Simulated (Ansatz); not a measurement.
System: PbZrO3 (model structure, started from the cubic perovskite type, Pm-3m, No. 221, 5 atoms in the cell; like a known cubic high-temperature phase). Method: PBEsol (Ansatz, a quantum-chemistry and plane-wave program, plane waves, PAW).

Run with plane-wave cutoff 500 eV, 10×10×10 k mesh, Fermi–Dirac smearing 0.05 eV, scalar-relativistic PAW data made under PBE.

Cell (relaxed at this level):

```cif
data_O3PbZr
_chemical_formula_sum 'Pb1 Zr1 O3'
_space_group_name_H-M_alt 'Pm-3m'
_space_group_IT_number 221
_space_group_name_Hall '-P 4 2 3'
_cell_length_a 4.14097
_cell_length_b 4.14097
_cell_length_c 4.14097
_cell_angle_alpha 90.000
_cell_angle_beta 90.000
_cell_angle_gamma 90.000
loop_
_atom_site_label
_atom_site_type_symbol
_atom_site_symmetry_multiplicity
_atom_site_Wyckoff_symbol
_atom_site_fract_x
_atom_site_fract_y
_atom_site_fract_z
_atom_site_occupancy
Pb1 Pb 1 a 0.00000 0.00000 0.00000 1
Zr1 Zr 1 b 0.50000 0.50000 0.50000 1
O1 O 3 c 0.00000 0.50000 0.50000 1
```

**Question.** Give the computed band gap.

**Answer.** 
- band gap = 2.34 eV (on the SCF k mesh)

Note: held by symmetry at 0 K, a high-temperature phase can be a saddle point.

Spin–orbit coupling is not included; with these elements it can move the gap by several tenths of an eV or more.

Computing time: around 60 core-seconds (rough).

A model structure was made by putting elements into a prototype or built by hand; it is no filed structure, need not be a known phase, and can be a saddle point held by its symmetry.
